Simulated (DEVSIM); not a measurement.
**Schottky contact on n-type Si**

Device: Schottky contact on n-type Si, at 250 K.

```tsv
layer (left to right)	material	thickness (μm)	Nd (cm⁻³)	τn (s)	τp (s)
1	Si	0.320	1.7e16	1.8e-7	1.8e-7
```

Left contact: Schottky, work function 4.59 eV, emission velocity 8.5e6 cm/s. Right contact: ohmic. Voltage is applied to the left contact. Recombination: SRH at mid-gap. Gap narrowing is on: ΔEg = 6.92 meV × (l + √(l² + 0.5)), l = ln(N/1.3e17 cm⁻³), shared equally by both band edges. Mobility is constant in doping.

This is a model device: material constants are rounded textbook-type values typed into the input, and sizes, dopings and lifetimes were drawn at random. Values at 300 K; Nc and Nv go as T^1.5, mobilities as T to minus their exponent, the gap by Varshni's rule with the affinity fixed.

```tsv
parameter	Si
gap (eV)	1.124
affinity (eV)	4.05
permittivity	11.7
Nc (cm⁻³)	2.86e19
Nv (cm⁻³)	3.1e19
μn (cm²/Vs)	1417
μp (cm²/Vs)	470
T exponent of μn	2.3
T exponent of μp	2.2
Varshni α (eV/K)	0.000473
Varshni β (K)	636
```

DEVSIM, 1D drift-diffusion, Boltzmann statistics, complete ionisation; no tunnelling, impact ionisation, image-force lowering or self-heating. Metal contacts follow the ideal Schottky-Mott rule: no Fermi-level pinning, no interface dipoles.

```json
{
 "potential_step_across_the_device_at_zero_bias": "0.385 V",
 "largest_field_in_the_device_at_zero_bias": "44000 V/cm",
 "Dark forward voltage at 1 A/cm²": "0.172 V",
 "Dark forward voltage at 100 A/cm²": "0.273 V"
}
```

Small-signal capacitance in reverse bias (quasi-static):

| V (V) | C (nF/cm²) |
|---|---|
| -0.04 | 59.1 |
| -0.1 | 55.1 |
| -0.2 | 50.0 |
| -0.3 | 46.1 |
| -0.4 | 43.0 |
| -0.6 | 38.4 |
| -0.8 | 35.4 |
| -1 | 33.8 |
| -1.3 | 32.8 |
| -1.6 | 32.5 |
| -2 | 32.4 |

Dark reverse current:

| V (V) | J (A/cm²) |
|---|---|
| -0.04 | -0.00030 |
| -0.10 | -0.00036 |
| -0.20 | -0.00037 |
| -0.30 | -0.00037 |
| -0.40 | -0.00037 |
| -0.60 | -0.00037 |
| -0.80 | -0.00037 |
| -1.00 | -0.00038 |
| -1.30 | -0.00038 |
| -1.60 | -0.00038 |
| -2.00 | -0.00038 |
